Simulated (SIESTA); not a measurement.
SIESTA run on PdIn (P1, 2 atoms in the cell): self-consistent single point.

Level of theory: LDA PW92, numerical atomic orbitals DZP, PseudoDojo LDA standard norm-conserving potentials (rewritten from UPF to PSML) run with SIESTA 5.4.2.

```yaml
crystal:
  lattice:
    - [3.25000, 0.00000, 0.00000]
    - [0.00000, 3.25000, 0.00000]
    - [0.00000, 0.00000, 3.25000]
  atoms:
    - { symbol: In, position: [0.50130, 0.49836, 0.49347] }
    - { symbol: Pd, position: [0.99870, 0.00164, 0.00653] }
```

Reference input (self-consistent single point, DFT, GGA PBE, numerical atomic orbitals DZP, PseudoDojo PBE standard norm-conserving potentials (rewritten from UPF to PSML)): XC.functional = GGA; XC.authors = PBE; potentials = PseudoDojo PBE standard; PAO.BasisSize = DZP; PAO.EnergyShift = 0.01 Ry; MeshCutoff = 300 Ry; kgrid.MonkhorstPack = 8 8 8; OccupationFunction = MP; OccupationMPOrder = 0; ElectronicTemperature = 1578.21 K; MaxSCFIterations = 150; SCF.Mixer.Method = Broyden. This run's input differs from it in these lines:

```diff
@@ -1,2 +1,2 @@
-# files in the folder: In.psml Pd.psml (PseudoDojo PBE standard)
+# files in the folder: In.psml Pd.psml (PseudoDojo LDA standard)
 SystemName  PdIn
@@ -22,4 +22,4 @@
 
-XC.functional                GGA
-XC.authors                   PBE
+XC.functional                LDA
+XC.authors                   PW92
 PAO.BasisSize                DZP
```

Output (repeated stretches shortened):

```
        iscf     Eharris(eV)        E_KS(eV)     FreeEng(eV)     dDmax    Ef(eV) dHmax(eV)
   scf:    1    -5466.377337    -5474.006686    -5474.017211  1.129564 -4.324647  4.744576
   scf:    2    -5474.365521    -5474.192337    -5474.202931  0.050315 -4.306813  3.861985
   scf:    3    -5474.686561    -5474.483542    -5474.494361  0.152010 -4.280714  1.229534
   scf:    4    -5474.562759    -5474.532657    -5474.543714  0.082072 -4.375654  0.053831
   scf:    5    -5474.532705    -5474.532711    -5474.543768  0.002309 -4.382322  0.014720
   [... 2 lines left out ...]
   scf:    8    -5474.532722    -5474.532722    -5474.543802  0.000025 -4.388981  0.002350
   scf:    9    -5474.532723    -5474.532723    -5474.543802  0.000019 -4.388998  0.002234
   scf:   10    -5474.532722    -5474.532722    -5474.543802  0.000138 -4.389109  0.000488
   scf:   11    -5474.532723    -5474.532723    -5474.543802  0.000014 -4.389120  0.000427
SCF Convergence by DM+H criterion
max |DM_out - DM_in|         :     0.0000136569
max |H_out - H_in|      (eV) :     0.0004271854
SCF cycle converged after 11 iterations

Using DM_out to compute the final energy and forces

siesta: E_KS(eV) =            -5474.5327

siesta: E_KS - E_eggbox =     -5474.5327

siesta: Atomic forces (eV/Ang):
     1   -0.036583    0.045757    0.188274
     2    0.037077   -0.046942   -0.186631
   Tot    0.000494   -0.001184    0.001643
   Max    0.188274
   Res    0.113496    sqrt( Sum f_i^2 / 3N )
   Max    0.188274    constrained

Stress tensor Voigt[x,y,z,yz,xz,xy] (kbar):       49.79       49.82       50.64       -0.28        0.23        0.10
(Free)E + p*V (eV/cell)    -5475.6168
Target enthalpy (eV/cell)    -5474.5438

siesta: Program's energy decomposition (eV):
siesta: FreeEng =     -5474.543802

   [... lines left out ...]
siesta:     0.031074    0.000060    0.000145
siesta:     0.000060    0.031094   -0.000175
siesta:     0.000145   -0.000175    0.031607

siesta: Cell volume =         34.328125 Ang**3

siesta: Pressure (static):
siesta:                Solid            Molecule  Units
siesta:          -0.00034045         -0.00037337  Ry/Bohr**3
siesta:          -0.03125835         -0.03428125  eV/Ang**3
siesta:         -50.08139679        -54.92461251  kBar
```

The run converged in 11 iterations. Against the reference run the pressure goes from 6.21 to -5.01 GPa and the largest force goes from 0.225 to 0.197 eV/Å.

The starting cell has typed, rounded lattice constants, without a prior relaxation at this level. Its atoms were displaced at random from the sites of space group no. 221. Spin polarisation is off. Values carry the incompleteness of an atom-centred basis. With a pressure of about -5 GPa the cell is away from its equilibrium volume at this level.
